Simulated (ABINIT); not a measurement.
## Input and output of a self-consistent single point for CdTe (F-43m, 2 atoms in the cell) (ABINIT)

Level of theory: PBE, PAW (JTH v2.0 PBE PAW) (plane waves; ABINIT).

Input as run:

```
# CdTe, JTH v2.0 PBE PAW
pp_dirpath "./"
pseudos "Cd.GGA_PBE-JTH.xml, Te.GGA_PBE-JTH.xml"
acell 4.6555358930 4.6555358930 4.6555358930 Angstrom
rprim
         0.0000000000    0.7071067812    0.7071067812
         0.7071067812    0.0000000000    0.7071067812
         0.7071067812    0.7071067812    0.0000000000
natom 2
ntypat 2
znucl 48 52
typat 1 2
xcart
         0.0000000000    0.0000000000    0.0000000000
         3.1104523515    3.1104523515    3.1104523515
ecut 40 Ry
pawecutdg 80 Ry
pawxcdev 0
ixc 11
occopt 1
nband 12
kptopt 1
ngkpt 9 9 9
nshiftk 1
shiftk 0 0 0
nstep 100
tolvrs 1.0e-10
diemac 4
prtwf 0
prtden 0
prtvol 1
enunit 2
```

Output, abridged:

```
 Symmetries : space group F-4 3 m (#216); Bravais cF (face-center cubic)

 -outvars: echo values of preprocessed input variables --------
            acell      8.7976878396E+00  8.7976878396E+00  8.7976878396E+00 Bohr
           diemac      4.00000000E+00
             ecut      2.00000000E+01 Hartree
           enunit           2
              ixc          11
         kptrlatt        9    0    0      0    9    0      0    0    9
          kptrlen      7.91791906E+01
            natom           2
            nband          12
            ngfft          36      36      36
          ngfftdg          54      54      54
             nkpt          35
            nstep         100
             nsym          24
           ntypat           2
        pawecutdg      4.00000000E+01 Hartree
         pawxcdev           0
            rprim      0.0000000000E+00  7.0710678120E-01  7.0710678120E-01
                       7.0710678120E-01  0.0000000000E+00  7.0710678120E-01
                       7.0710678120E-01  7.0710678120E-01  0.0000000000E+00
          spgroup         216
           tolvrs      1.00000000E-10
            typat      1  2
           useylm           1
             xred      0.0000000000E+00  0.0000000000E+00  0.0000000000E+00
                       2.5000000000E-01  2.5000000000E-01  2.5000000000E-01
            znucl       48.00000   52.00000

== DATASET  1 ==================================================================

 Exchange-correlation functional for the present dataset will be:
  GGA: Perdew-Burke-Ernzerhof functional - ixc=11
 Citation for XC functional:
  J.P.Perdew, K.Burke, M.Ernzerhof, PRL 77, 3865 (1996)

 Real(R)+Recip(G) space primitive vectors, cartesian coordinates (Bohr,Bohr^-1):
 R(1)=  0.0000000  6.2209047  6.2209047  G(1)= -0.0803742  0.0803742  0.0803742
 R(2)=  6.2209047  0.0000000  6.2209047  G(2)=  0.0803742 -0.0803742  0.0803742
 R(3)=  6.2209047  6.2209047  0.0000000  G(3)=  0.0803742  0.0803742 -0.0803742
 Unit cell volume ucvol=  4.8149374E+02 bohr^3
 Angles (23,13,12)=  6.00000000E+01  6.00000000E+01  6.00000000E+01 degrees

 Coarse grid specifications (used for wave-functions):

 getcut: wavevector=  0.0000  0.0000  0.0000  ngfft=  36  36  36
         ecut(hartree)=     20.000   => boxcut(ratio)=   2.03261

 Fine grid specifications (used for densities):

 getcut: wavevector=  0.0000  0.0000  0.0000  ngfft=  54  54  54
         ecut(hartree)=     40.000   => boxcut(ratio)=   2.15665

   2.44797133E+03                                ecore*ucvol(ha*bohr**3)

_setup2: Arith. and geom. avg. npw (full set) are    2056.797    2056.783

--- !BeginCycle
solver: {iscf: 17, nstep: 100, nline: 4, wfoptalg: 10, }
tolerances: {tolvrs: 1.00E-10, }
...

     iter   Etot(hartree)      deltaE(h)  residm     nres2
 ETOT  1  -55.823358637393    -5.582E+01 1.700E-01 2.975E+00
 ETOT  2  -55.905688616511    -8.233E-02 3.344E-02 6.818E-01
 ETOT  3  -55.903951648893     1.737E-03 2.216E-01 6.646E-02
 ETOT  4  -55.904722249962    -7.706E-04 1.524E-01 6.405E-02
 ETOT  5  -55.905787739193    -1.065E-03 1.561E-02 2.211E-02
 ETOT  6  -55.906877521278    -1.090E-03 4.545E-01 2.918E-02
   [... 8 lines left out ...]
 ETOT 15  -55.906946482452    -3.146E-08 3.762E-03 3.616E-09
 ETOT 16  -55.906946495504    -1.305E-08 2.251E-03 4.134E-09
 ETOT 17  -55.906946501006    -5.502E-09 1.715E-03 6.339E-10
 ETOT 18  -55.906946503367    -2.361E-09 1.387E-03 5.810E-10
 ETOT 19  -55.906946504388    -1.021E-09 1.252E-03 9.773E-11

 At SCF step   19       nres2   =  9.77E-11 < tolvrs=  1.00E-10 =>converged.

 Cartesian components of stress tensor (hartree/bohr^3)
  sigma(1 1)= -1.97626815E-05  sigma(3 2)=  0.00000000E+00
  sigma(2 2)= -1.97626815E-05  sigma(3 1)=  0.00000000E+00
  sigma(3 3)= -1.97626815E-05  sigma(2 1)=  0.00000000E+00

 ----iterations are completed or convergence reached----

 reduced coordinates (array xred) for    2 atoms
       0.000000000000      0.000000000000      0.000000000000
       0.250000000000      0.250000000000      0.250000000000
 cartesian forces (eV/Angstrom) at end:
    1     -0.00000000000000    -0.00000000000000    -0.00000000000000
    2     -0.00000000000000    -0.00000000000000    -0.00000000000000
 frms,max,avg= 0.0000000E+00 0.0000000E+00   0.000E+00  0.000E+00  0.000E+00 e/A
 length scales=  8.797687839589  8.797687839589  8.797687839589 bohr
              =  4.655535893000  4.655535893000  4.655535893000 angstroms
 Fermi (or HOMO) energy (hartree) =  -0.10544   Average Vxc (hartree)=  -0.30134
 Eigenvalues (hartree) for nkpt=  35  k points:
 kpt#   1, nband= 12, wtk=  0.00137, kpt=  0.0000  0.0000  0.0000 (reduced coord)
  -0.50674   -0.40405   -0.40405   -0.40405   -0.39574   -0.39574   -0.10544   -0.10544
  -0.10544   -0.08211    0.06587    0.06587
 prteigrs : prtvol=0 or 1, do not print more k-points.

 Fermi (or HOMO) energy (eV) =  -2.86929   Average Vxc (eV)=  -8.19991
 Eigenvalues (   eV  ) for nkpt=  35  k points:
 kpt#   1, nband= 12, wtk=  0.00137, kpt=  0.0000  0.0000  0.0000 (reduced coord)
 -13.78909  -10.99473  -10.99473  -10.99473  -10.76858  -10.76858   -2.86929   -2.86929
  -2.86929   -2.23440    1.79228    1.79228
 prteigrs : prtvol=0 or 1, do not print more k-points.

--- !EnergyTerms
comment             : Components of total free energy in Hartree
kinetic             :  1.52338819357849E+01
hartree             :  1.61445862625688E+01
xc                  : -7.26203226929743E+00
Ewald energy        : -3.78061549652627E+01
psp_core            :  5.08411867902022E+00
local_psp           : -4.69963412175189E+01
spherical_terms     : -3.04995641772266E-01
total_energy        : -5.59069372164774E+01
total_energy_eV     : -1.52130512903449E+03
...

-Cartesian components of stress tensor (GPa)         [Pressure=  5.8144E-01 GPa]
- sigma(1 1)= -5.81438066E-01  sigma(3 2)=  0.00000000E+00
- sigma(2 2)= -5.81438066E-01  sigma(3 1)=  0.00000000E+00
- sigma(3 3)= -5.81438066E-01  sigma(2 1)=  0.00000000E+00

 Calculation completed.
```

The run converged in 19 iterations.

The starting cell comes from a database of computed structures (which also holds hypothetical and non-ambient phases and stackings), without a prior relaxation at this level. Its lattice was rescaled by a random factor within 2.5 % of one.

Cost on one core of a shared machine: roughly 90 s.
